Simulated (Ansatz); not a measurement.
# A computed series for HfS2: pressure series

Consider HfS$_{2}$ in the CdI2 type structure (space group P-3m1, No. 164; layered, stacked along the Cartesian z axis).

```yaml
crystal:
  lattice:
    - [3.54747, 0.00000, 0.00000]
    - [-1.77373, 3.07220, 0.00000]
    - [0.00000, 0.00000, 5.57685]
  atoms:
    - { symbol: Hf, position: [0.00000, 0.00000, 0.00000] }
    - { symbol: S, position: [0.66667, 0.33333, 0.26190] }
    - { symbol: S, position: [0.33333, 0.66667, 0.73810] }
```

Cell and atoms are relaxed at each pressure.

Computed with PBEsol-D3(BJ) in Ansatz (plane waves to 420 eV, PAW, spin-orbit coupling left out).

Problem. Only one of these keeps a band gap. Which?
A. pressure 5 GPa
B. pressure −1 GPa
C. pressure 10 GPa

Solution. B, pressure −1 GPa. Computed: pressure 10 GPa: zero; pressure 5 GPa: zero; pressure −1 GPa: 0.60 eV

The mesh was chosen for an insulator and is coarse for the gapless case. With Hf present, leaving out spin-orbit coupling can change the band edges. Load acts through the strain it causes; cell and atoms are relaxed under it. Whether these cells are dynamically stable was not tested. No other phases were tried under pressure. The final runs are not spin-polarised. The zero or small gap of HfS2 under pressure 10 GPa and HfS2 under pressure 5 GPa can change with the level of theory.

Ansatz is a program for electronic structure.
